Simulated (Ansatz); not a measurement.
**Convergence study of the k-point mesh for Be3Ir (I4mm, 4 atoms in the cell)**

```yaml
crystal:
  lattice:
    - [-1.62345, 1.62345, 3.60744]
    - [1.62345, -1.62345, 3.60744]
    - [1.62345, 1.62345, -3.60744]
  atoms:
    - { symbol: Be, position: [0.75000, 0.25000, 0.50000] }
    - { symbol: Be, position: [0.25000, 0.75000, 0.50000] }
    - { symbol: Be, position: [0.50693, 0.50693, 0.00000] }
    - { symbol: Ir, position: [0.00000, 0.00000, 0.00000] }
```

Level of theory: LDA (PW92), default PAW files made with PBE (plane waves; Ansatz, an electronic-structure program).

Base settings: basis.ecutwfc = 420 eV; kpoints.mp_grid.grid = 14 14 14; hamiltonian.xc = lda; hamiltonian.pseudopotentials = {kind: paw} (the program's default PAW files); scf.occupations.method = fermi_dirac; scf.occupations.width = 0.1 eV.

Only quantities that move along the ladder and can be compared are tabulated.

The count of work is k-points × plane waves × bands × iterations; it is no time. Core times come from one kind of shared machine, to one figure; runs under 30 s give none.

The starting cell comes from a database of computed structures (which also holds hypothetical and non-ambient phases and stackings), without a prior relaxation at this level. Its lattice was rescaled by up to half a per cent. One atom was moved a little off its site on purpose. Spin polarisation is off. In the base run, with a pressure of about -4 GPa the cell is away from its equilibrium volume at this level. Ansatz's pressure includes its estimate of the finite-basis (Pulay) stress.

Steps (kpoints.mp_grid.grid): 2 2 2; 4 4 4; 6 6 6; 8 8 8; 10 10 10; 12 12 12; 14 14 14; 17 17 17; 20 20 20; 25 25 25; 31 31 31; 34 34 34; 42 42 42.

### Question
What is the coarsest kpoints.mp_grid.grid that holds the forces within 0.005 eV/Å of the last step, with all finer ones?

### Answer
4 4 4, at 0.0025 of the last step's count of work; the step before is off by 0.048 eV/Å.

### Question
What is the coarsest kpoints.mp_grid.grid that holds the free energy within 5 meV/atom of the last step, with all finer ones?

### Answer
8 8 8, at 0.011 of the last step's count of work; the step before is off by 11 meV/atom.

### Question
What is the coarsest kpoints.mp_grid.grid that holds the pressure within 0.1 GPa of the last step, with all finer ones?

### Answer
10 10 10, at 0.020 of the last step's count of work; the step before is off by 0.14 GPa.

```csv
kpoints.mp_grid.grid,free energy less the last step's (meV/atom),pressure (GPa),largest difference of a force vector from the last step's (eV/Å),count of work / last,core time / last (rough)
2 2 2,178.27,1.89,0.048,0.00077,–
4 4 4,-6.28,-4.14,0.004,0.0025,–
6 6 6,-11.32,-4.73,0.004,0.0058,–
8 8 8,-3.54,-4.63,0.002,0.011,–
10 10 10,0.17,-4.52,0.001,0.020,–
12 12 12,0.96,-4.46,0.001,0.031,–
14 14 14,0.62,-4.44,0.001,0.047,–
17 17 17,0.00,-4.50,0.000,0.078,–
20 20 20,-0.10,-4.49,0.000,0.12,0.1
25 25 25,-0.01,-4.48,0.000,0.23,0.2
31 31 31,0.00,-4.49,0.000,0.42,0.4
34 34 34,0.00,-4.49,0.000,0.55,0.5
42 42 42,0.00,-4.49,0.000,1.0,1
```

Keys are those of Ansatz 0.2.
